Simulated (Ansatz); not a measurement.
The starting structures come from a database of crystals and need not be the phases stable at ambient conditions.

 Where the default PAW files enter, the runs use the earlier of Ansatz's two default sets.

Given:

```
CELL_PARAMETERS angstrom
      5.09735     0.01870    -0.02158
     -0.61602     5.06002    -0.02158
      0.61602     0.69814     5.01167
ATOMIC_POSITIONS crystal
  Tl 0.00000 0.00000 0.00000
  As 0.50000 0.50000 0.50000
  F  0.21603 0.57782 0.69432
  F  0.78397 0.42218 0.30568
  F  0.30568 0.21603 0.42218
  F  0.69432 0.78397 0.57782
  F  0.57782 0.30568 0.78397
  F  0.42218 0.69432 0.21603
```

Space group of this cell: R-3. The cell was relaxed by PBE-D3(BJ); by r2SCAN its mean pressure is -3.8 GPa.

Transport runs along the normal of the first two printed cell vectors, the (101) plane of the conventional cell.

No gap correction and no spin-orbit coupling; mid-gap values are interpolated between computed energies.

Give the band gap and the smallest decay constant κ at mid-gap that r2SCAN in Ansatz (a quantum-chemistry and plane-wave program) yields.

Gap 5.27 eV on a 6×6×6 mesh; κ = 0.538 1/Å, at the zone centre.
